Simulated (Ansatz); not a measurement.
**Competing hops of Si vacancy in 2H silicon carbide, charge state -4**

Consider Si vacancy in 2H silicon carbide, charge state -4. These are PBE, PAW (plane waves to 420 eV; Ansatz, a program for electronic structure) values and carry that method's errors.

72-site cell at the relaxed PBE lattice, the Γ point alone, smearing 0.01 eV, spin-restricted, no finite-size correction. Static, classical nuclei. The host's phase is taken as given; its stability against other phases was not computed. The charge state is imposed; whether it is stable for some Fermi level was not computed. Forms of the defect that were not tried may lie lower. At one site or more, about 2.0 electron(s) of the cell lie at energies of the host's conduction band, so they may not be on the defect. On the k-point mesh the defect's levels are only partly filled at one site or more.

Barriers: single points on a 2×2×2 k-point mesh shifted by half a step along c at the bands' geometries (they differ from the bands' own by up to 0.27 eV, and are uncertain by about as much).

| Route | Start site over the lowest site run (eV) | Hop (Å) | Forward barrier (eV) | Backward barrier (eV) | Neighbours at the start | Neighbours at the saddle | Saddle order | Forward, on the band's own sampling (eV) |
|---|---|---|---|---|---|---|---|---|
| a nearby Si atom hops onto the vacant site | 0.00 | 3.01 | 2.91 | 2.91 | C at 1.78, C at 1.88, C at 1.90, C at 1.94 Å | C at 1.77, C at 2.13, C at 2.20, C at 2.28 Å | inconclusive | 3.18 |

Paths come from nudged elastic bands with a climbing image.   A further band (C moves across to the other sublattice, leaving an antisite beside a new vacancy, 2.85 Å) gave 4.44 eV forward on its own sampling, 4.44 eV above the lowest site run, but at one of its points the charge lies in the host's bands or the defect's levels are part-filled, so it is not taken as a result. A further band (C moves across to the other sublattice, leaving an antisite beside a new vacancy, 2.43 Å) gave 4.85 eV forward on its own sampling, 4.85 eV above the lowest site run, but at one of its points the charge lies in the host's bands or the defect's levels are part-filled, so it is not taken as a result. A further band (a nearby Si atom hops onto the vacant site, 3.05 Å) gave 3.40 eV forward on its own sampling, 3.40 eV above the lowest site run, but a shoulder points to a second hump between its images, so it is not taken as a result.
